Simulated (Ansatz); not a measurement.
Band structure of Rb2Te5 (C2/m, 7 atoms in the cell).

```
Rb2Te5
1.0
    5.86799    -4.63622     0.00000
    5.86799     4.63622     0.00000
   -2.63386     0.00000     5.17721
Rb Te
2 5
Direct
  0.31837   0.31837   0.64140
  0.68163   0.68163   0.35860
  0.00000   0.00000   0.00000
  0.85460   0.32992   0.75896
  0.14540   0.67008   0.24104
  0.67008   0.14540   0.24104
  0.32992   0.85460   0.75896
```

Level of theory: LDA (PW92), default PAW files made with PBE (plane waves; Ansatz, a first-principles code).

Settings: basis.ecutwfc = 420 eV; kpoints.mp_grid.grid = 2 2 3; hamiltonian.xc = lda; hamiltonian.pseudopotentials = {kind: paw} (the program's default PAW files); scf.occupations.method = fermi_dirac; scf.occupations.width = 0.05 eV; kpoints.band_path.npoints = 8.

The starting cell comes from a database of computed structures (which also holds hypothetical and non-ambient phases and stackings), without a prior relaxation at this level. Spin-orbit coupling is off.

Problem. Predict the gap along the standard path and the places of the band edges.

Solution. The gap along the path is 0.22 eV, from Γ to a point between Z and I; the smallest direct gap on it is 0.52 eV.

Levels in eV from the top of the valence band on the path, bands 46 to 53:
```json
[
 {"point": "Γ", "46": "-1.47", "47": "-1.15", "48": "-1.04", "49": "0.00", "50": "0.52", "51": "1.03", "52": "1.54", "53": "2.23"},
 {"point": "Y", "46": "-1.53", "47": "-0.96", "48": "-0.76", "49": "-0.46", "50": "0.35", "51": "1.02", "52": "1.79", "53": "2.39"},
 {"point": "F", "46": "-1.27", "47": "-1.00", "48": "-0.92", "49": "-0.73", "50": "0.93", "51": "0.99", "52": "1.77", "53": "2.29"},
 {"point": "H", "46": "-1.49", "47": "-1.25", "48": "-1.05", "49": "-0.03", "50": "0.64", "51": "1.04", "52": "1.56", "53": "2.26"},
 {"point": "Z", "46": "-1.33", "47": "-0.74", "48": "-0.70", "49": "-0.28", "50": "0.34", "51": "0.86", "52": "1.37", "53": "2.77"},
 {"point": "I", "46": "-1.29", "47": "-1.10", "48": "-1.09", "49": "-0.34", "50": "0.30", "51": "1.12", "52": "1.92", "53": "2.29"},
 {"point": "F1", "46": "-1.27", "47": "-1.00", "48": "-0.92", "49": "-0.73", "50": "0.93", "51": "0.99", "52": "1.77", "53": "2.29"}
]
```

Keys are those of Ansatz 0.2.
